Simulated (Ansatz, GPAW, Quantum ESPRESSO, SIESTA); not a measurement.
# Code comparison for AgNO3 (P1, 5 atoms in the cell)

Self-consistent single point, at a second geometry (atoms moved at random). First geometry:

```
CELL_PARAMETERS angstrom
      2.52771     1.45938     2.80851
     -2.52771     1.45938     2.80851
      0.00000    -2.91875     2.80851
ATOMIC_POSITIONS crystal
  Ag 0.99804 0.99804 0.99804
  N  0.57411 0.57411 0.57411
  O  0.43488 0.43488 0.85948
  O  0.85948 0.43488 0.43488
  O  0.43488 0.85948 0.43488
```

Second geometry:
```xyz
5
Lattice="2.5277 1.4594 2.8085 -2.5277 1.4594 2.8085 0.0000 -2.9187 2.8085" Properties=species:S:1:pos:R:3 pbc="T T T"
Ag     0.0053     0.0206     8.3717
N      0.0440    -0.0368     4.8405
O     -0.0280    -1.2183     4.8675
O      1.0241     0.6230     4.8412
O     -1.0455     0.6115     4.8950
```

Shared settings, as Ansatz (a first-principles code) writes them: kpoints.mp_grid.grid = 6 6 6; scf.occupations.method = fermi_dirac; scf.occupations.width = 0.0007 Ry. Potentials and cutoffs stand in the table.

| code | model | ΔF from the first geometry (meV/atom) | pressure (GPa) | largest force (eV/Å) | gap on the mesh (eV) | cutoff |
|---|---|---|---|---|---|---|
| SIESTA | GGA PBEsol, numerical atomic orbitals DZP, PseudoDojo PBEsol standard norm-conserving potentials (rewritten from UPF to PSML) | 110.2 | 10.75 | 7.324 | 1.572 | grid 350 Ry |
| GPAW | PBEsol, GPAW PAW datasets PBEsol (made by gpaw-setup) | 85.0 | – | 5.727 | 1.684 | 900 eV |
| Ansatz | PBEsol, PAW files made with PBE | 81.8 | 10.53 | 5.475 | 1.700 | default |
| Quantum ESPRESSO | PBEsol, GBRV 1.5 ultrasoft (PBESOL) pseudopotentials | 88.0 | 11.62 | 5.930 | 1.700 | 40 Ry |

Size of the force on each atom (eV/Å): Sizes of forces hide their directions.

```tsv
code	Ag1	N2	O3	O4	O5
SIESTA	0.125	5.672	6.842	7.324	3.027
GPAW	0.136	5.183	5.261	5.727	2.022
Ansatz	0.136	5.047	5.019	5.475	1.933
Quantum ESPRESSO	0.135	5.215	5.456	5.930	2.169
```

A dash marks a value that a program does not give, or that is left out as unsure.

Gaps are read on the mesh.

The spread over the programs that give each value: ΔF from the first geometry within 28.4 meV/atom; pressure within 1.09 GPa; largest force within 1.849 eV/Å; gap on the mesh within 0.128 eV.

SIESTA uses small atom-centred bases, whose incompleteness enters pressures, forces and empty levels differently from a plane-wave cutoff. Ansatz's pressure is given at a fixed set of plane waves, as the other plane-wave codes print theirs; with its correction for the finite basis it is 11.05 GPa (the shift of 0.52 GPa shows how far the cutoff is from converged). The pressure of GPAW is left out: its cutoff lies under the one at which its stress was checked. In the gap, SIESTA (by 0.128) lies more than 0.12 eV from the median of the plane-wave programs.

The starting cell comes from a database of computed structures (which also holds hypothetical and non-ambient phases and stackings), without a prior relaxation at this level. Its lattice was rescaled by a random factor within 2.5 % of one. For this run, on top of that: atoms moved at random.

Left out of this page: CP2K (unsound by tests on forces, stress, charge or solver warnings).

Keys are those of Ansatz 0.2.
